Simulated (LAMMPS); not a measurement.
Consider Cu (fcc), 256 atoms, at 810 K and 0 GPa, heated as the crystal in molecular dynamics.

Method: classical MD, pair style bop, file AlCu.bop.table, run in LAMMPS.

```tsv
r (Å)	g(r)
2.020	0.000
2.060	0.003
2.100	0.008
2.140	0.054
2.180	0.081
2.220	0.211
2.260	0.449
2.300	0.863
2.340	1.51
2.380	2.36
2.420	3.15
2.460	3.99
2.500	4.52
2.540	4.65
2.580	4.84
2.620	4.09
2.660	3.46
2.700	2.85
2.740	2.15
2.780	1.54
2.820	0.967
2.860	0.714
2.900	0.369
2.940	0.253
2.980	0.128
3.020	0.064
3.060	0.038
3.100	0.043
3.140	0.040
3.180	0.071
3.220	0.121
3.260	0.167
3.300	0.210
3.340	0.347
3.380	0.408
3.420	0.542
3.460	0.625
3.500	0.723
3.540	0.833
3.580	0.811
3.620	0.893
3.660	0.907
3.700	0.826
3.740	0.766
3.780	0.644
3.820	0.533
3.860	0.435
3.900	0.351
3.940	0.292
3.980	0.243
4.020	0.241
4.060	0.333
4.100	0.452
4.140	0.629
4.180	0.899
4.220	1.23
4.260	1.55
4.300	1.88
4.340	2.23
4.380	2.45
4.420	2.52
4.460	2.59
4.500	2.49
4.540	2.20
4.580	1.91
4.620	1.57
4.660	1.28
4.700	0.931
4.740	0.688
4.780	0.554
4.820	0.474
4.860	0.445
4.900	0.488
4.940	0.648
4.980	0.719
5.020	0.861
5.060	0.947
5.100	1.01
5.140	1.02
5.180	0.946
5.220	0.895
5.260	0.794
5.300	0.709
5.340	0.656
5.380	0.632
5.420	0.640
5.460	0.670
5.500	0.802
5.540	0.947
5.580	1.07
5.620	1.19
5.660	1.31
5.700	1.42
5.740	1.47
5.780	1.41
5.820	1.35
5.860	1.19
5.900	1.01
5.940	0.883
5.980	0.775
6.020	0.611
6.060	0.546
```

Main features:
- state found: crystal; no diffusion seen in 15 ps
- first peak of g(r): 2.55 Å, height 4.8
- coordination number: 12.0 (counted to 3.10 Å)
